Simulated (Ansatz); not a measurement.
The starting structures come from a database of crystals and need not be the phases stable at ambient conditions.

The decay constant κ of evanescent states in the gap governs leakage through a thin film.

Given:

```
CaKF3
1.0
    6.22474     0.00000     0.00000
    0.00000     8.87410     0.00000
    0.04294     0.00000     6.27250
K Ca F
4 4 12
Direct
  0.99960   0.75000   0.46980
  0.00040   0.25000   0.53020
  0.49730   0.75000   0.97550
  0.50270   0.25000   0.02450
  0.00000   0.50000   0.00000
  0.00000   0.00000   0.00000
  0.50000   0.50000   0.50000
  0.50000   0.00000   0.50000
  0.93530   0.75000   0.03810
  0.06470   0.25000   0.96190
  0.56900   0.75000   0.49670
  0.43100   0.25000   0.50330
  0.69980   0.47680   0.79920
  0.30020   0.52320   0.20080
  0.30020   0.97680   0.20080
  0.69980   0.02320   0.79920
  0.20240   0.54240   0.70270
  0.79760   0.45760   0.29730
  0.79760   0.04240   0.29730
  0.20240   0.95760   0.70270
```

Space group of this cell: P2_1/m. The cell is taken as given; by r2SCAN its mean pressure is -2.2 GPa.

Transport runs along the normal of the first two printed cell vectors.

The gap is the functional's own, uncorrected, and κ follows it; spin-orbit coupling is left out. Mid-gap values are interpolated between the computed energies.

Question: Estimate the band gap and the smallest decay constant κ at mid-gap that r2SCAN run with Ansatz (a program for electronic structure) returns for this system.

Answer: Gap 7.36 eV on a 6×4×6 mesh; κ = 0.563 1/Å, at the zone centre.
